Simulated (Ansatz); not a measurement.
Base system: Sn in the diamond structure (space group Fd-3m, No. 227; a = 6.569 Å). Axes: x, y, z lie along the cube axes.

All numbers come from plane-wave PAW DFT at the r2SCAN level (Ansatz, a quantum-chemistry and plane-wave program, 500 eV), no spin-orbit coupling, earlier PAW set.

Perturbation: every lattice vector is stretched by 1.21 %, atoms relaxed at fixed cell.

Q: Predict the stress tensor and what it implies for the stiffness.

A: Stress of the strained cell less that of the base (GPa, compression positive):
```
   -1.4     0.0     0.0
    0.0    -1.4     0.0
    0.0     0.0    -1.4
```

Then B = −ΔP/(ΔV/V₀) with ΔV/V₀ = 0.0367 gives secant stiffness values (nonlinear terms included at this strain): B ≈ 38 GPa.

As a check, the harmonic strain energy −½ V₀ Δσ:ε is 5.7 meV/atom; the computed energy rise is 6.0 meV/atom.

Whether these cells are dynamically stable was not tested.
